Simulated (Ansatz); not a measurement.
For Al (Im-3m, No. 229, 1 atom in the cell; start mp-998860; another form than the element's usual one), PBEsol (Ansatz, a quantum-chemistry and plane-wave program, plane waves, PAW) gives:

```
Item                                  Result
------------------------------  ------------
equilibrium lattice constant a       3.213 Å
bulk modulus B0                     74.0 GPa
cohesive energy                 3.71 eV/atom
```

Problem. What does r²SCAN (Ansatz, plane waves, PAW) give for the same quantities?

Solution. 
- lattice constant a: 3.189 Å (shrinks by 0.7 %)
- bulk modulus: 82.3 GPa (grows by 11 %)
- cohesive energy: 3.48 eV/atom (drops by 0.23 eV/atom)

Changes are worked out from the printed values.

Unless a cell is named, each level is at its own relaxed cell (PBEsol 16.58, r²SCAN 16.21 Å³/atom).

Caveats: the bulk modulus is −V dP/dV from two relaxed cells at ±2 % in volume (PBEsol, r²SCAN); the relaxation could not lower the start's symmetry, so the cell can be a saddle point above a distorted one (PBEsol, r²SCAN). Ansatz's density-functional and Hartree–Fock values are scalar-relativistic unless marked +SOC, with PAW data made under PBE.

A start named mp-… is a Materials Project structure, which need not be a measured phase.
